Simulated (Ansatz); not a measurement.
Consider LiNbSe₂ (space group P6_3/mmc, No. 194; a cell from a computed database, its experimental status unchecked).

```xyz
8
Lattice="3.5241 0.0000 0.0000 -1.7620 3.0519 0.0000 0.0000 0.0000 13.5561" Properties=species:S:1:pos:R:3 pbc="T T T"
Li     0.0000     0.0000     0.0000
Li     0.0000     0.0000     6.7781
Nb     0.0000     0.0000     3.3890
Nb     0.0000     0.0000    10.1671
Se     0.0000     2.0346     1.7311
Se     1.7620     1.0173    11.8251
Se     1.7620     1.0173     8.5091
Se     0.0000     2.0346     5.0470
```

Calculations: r2SCAN/PAW in Ansatz (an electronic-structure program), scalar-relativistic without spin-orbit coupling.

One change was made to it. Results:

| quantity | base | after |
|---|---|---|
| volume per atom | 18.22 Å³ | 13.10 Å³ |
| band gap | 0.74 eV | 0.52 eV |
| c/a ratio | 3.847 | 3.710 |
| valence-band top at Γ (three highest levels, from the VBM) | 0.00, -0.90, -2.28 eV | 0.00, -1.83, -2.04 eV |

Problem. Name the change that was made.
(A) pressure −1 GPa
(B) pressure 50 GPa
(C) pressure 100 GPa
(D) pressure 7 GPa
(E) pressure 3 GPa

Solution. B, pressure 50 GPa. For comparison, the band gap in the other runs: pressure 7 GPa gives 0.74 eV; pressure −1 GPa gives 0.73 eV; pressure 100 GPa gives 0.17 eV; pressure 3 GPa gives 0.74 eV.

Load acts through the strain it causes; cell and atoms are relaxed under it. No phonon test of stability was made. Competing high-pressure phases were not computed. A zero or small gap of LiNbSe2 under pressure 100 GPa can be the functional's error rather than a property of the material.
